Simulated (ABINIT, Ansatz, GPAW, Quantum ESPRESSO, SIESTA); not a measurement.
## AlRu (Pm-3m, 2 atoms in the cell) computed with different codes at matched settings

Self-consistent single point.

```
AlRu
1.0
    2.98250     0.00000     0.00000
    0.00000     2.98250     0.00000
    0.00000     0.00000     2.98250
Al Ru
1 1
Direct
  0.00000   0.00000   0.00000
  0.50000   0.50000   0.50000
```

Shared settings, as Ansatz (a quantum-chemistry and plane-wave program) writes them: kpoints.mp_grid.grid = 5 5 5; scf.occupations.method = gaussian; scf.occupations.width = 0.05 eV. Potentials and cutoffs stand in the table.

| code | model | pressure (GPa) | cutoff |
|---|---|---|---|
| GPAW | PBE, GPAW PAW datasets PBE (gpaw-data 1.0.1) | 5.87 | 600 eV |
| ABINIT | PBE, PAW (JTH v2.0 PBE PAW) | 5.29 | 571 eV |
| Quantum ESPRESSO | PBE, SSSP 1.1.2 efficiency (PBE) pseudopotentials | 4.83 | 60 Ry |
| Ansatz | PBE, default PAW files | 5.11 | 420 eV |
| SIESTA | GGA PBE, numerical atomic orbitals DZP, PseudoDojo PBE standard norm-conserving potentials (rewritten from UPF to PSML) | 2.52 | grid 300 Ry |

On Ansatz's run: spin polarisation is off.

The spread over the programs that give each value: pressure within 3.35 GPa.

SIESTA uses small atom-centred bases, whose incompleteness enters pressures, forces and empty levels differently from a plane-wave cutoff. Ansatz's pressure is given at a fixed set of plane waves, as the other plane-wave codes print theirs; with its correction for the finite basis it is 5.19 GPa. In the pressure, SIESTA (by 2.68) lies more than 1 GPa from the median of the plane-wave programs.

On the base mesh (11 11 11) the same programs gave: Ansatz pressure 4.53 GPa; Quantum ESPRESSO pressure 4.27 GPa; ABINIT pressure 4.71 GPa; GPAW pressure 5.28 GPa; SIESTA pressure 2.21 GPa.

The values differ from the base mesh's, so the mesh still matters here: the table compares the programs at equal settings.

The starting cell comes from a database of computed structures (which also holds hypothetical and non-ambient phases and stackings), without a prior relaxation at this level.

Left out of this page: CP2K (on another mesh); Elk and FLEUR (not drawn, or without a comparable value).

Keys are those of Ansatz 0.2.
